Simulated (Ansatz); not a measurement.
Base system: SiC (space group P6_422, No. 181; a = 3.066 Å, c = 7.031 Å; a hypothetical phase, not in the database extracts checked). Axes: x lies along a and z along c of the hexagonal cell.

It is then changed as follows: biaxial strain −2.31 %, plane normal [001], relaxed out of plane (Cartesian); in-plane vectors clamped, the third vector and the atoms free.

All numbers come from PBEsol/PAW in Ansatz (a first-principles code), scalar-relativistic without spin-orbit coupling.

Base, band edges from the VBM (valence, conduction): K -2.38, 2.51; H -2.51, 2.78; M -2.21, 0.77; L -2.07, 1.81; A -0.17, 2.95; Γ 0.00, 3.35 eV.

Give the band edges at the high-symmetry points of the new zone, measured from its valence-band maximum.


| point | valence edge (eV) | conduction edge (eV) |
|---|---|---|
| Γ | 0.00 | 3.66 |
| M | -2.38 | 0.38 |
| K | -2.81 | 2.20 |
| A | -0.16 | 3.28 |
| L | -2.32 | 1.68 |
| H | -2.98 | 2.33 |

The gap is 0.38 eV, indirect, Γ → M.

No phonon test of stability was made. The base started in P3_121 and relaxed to P6_422 at this level.
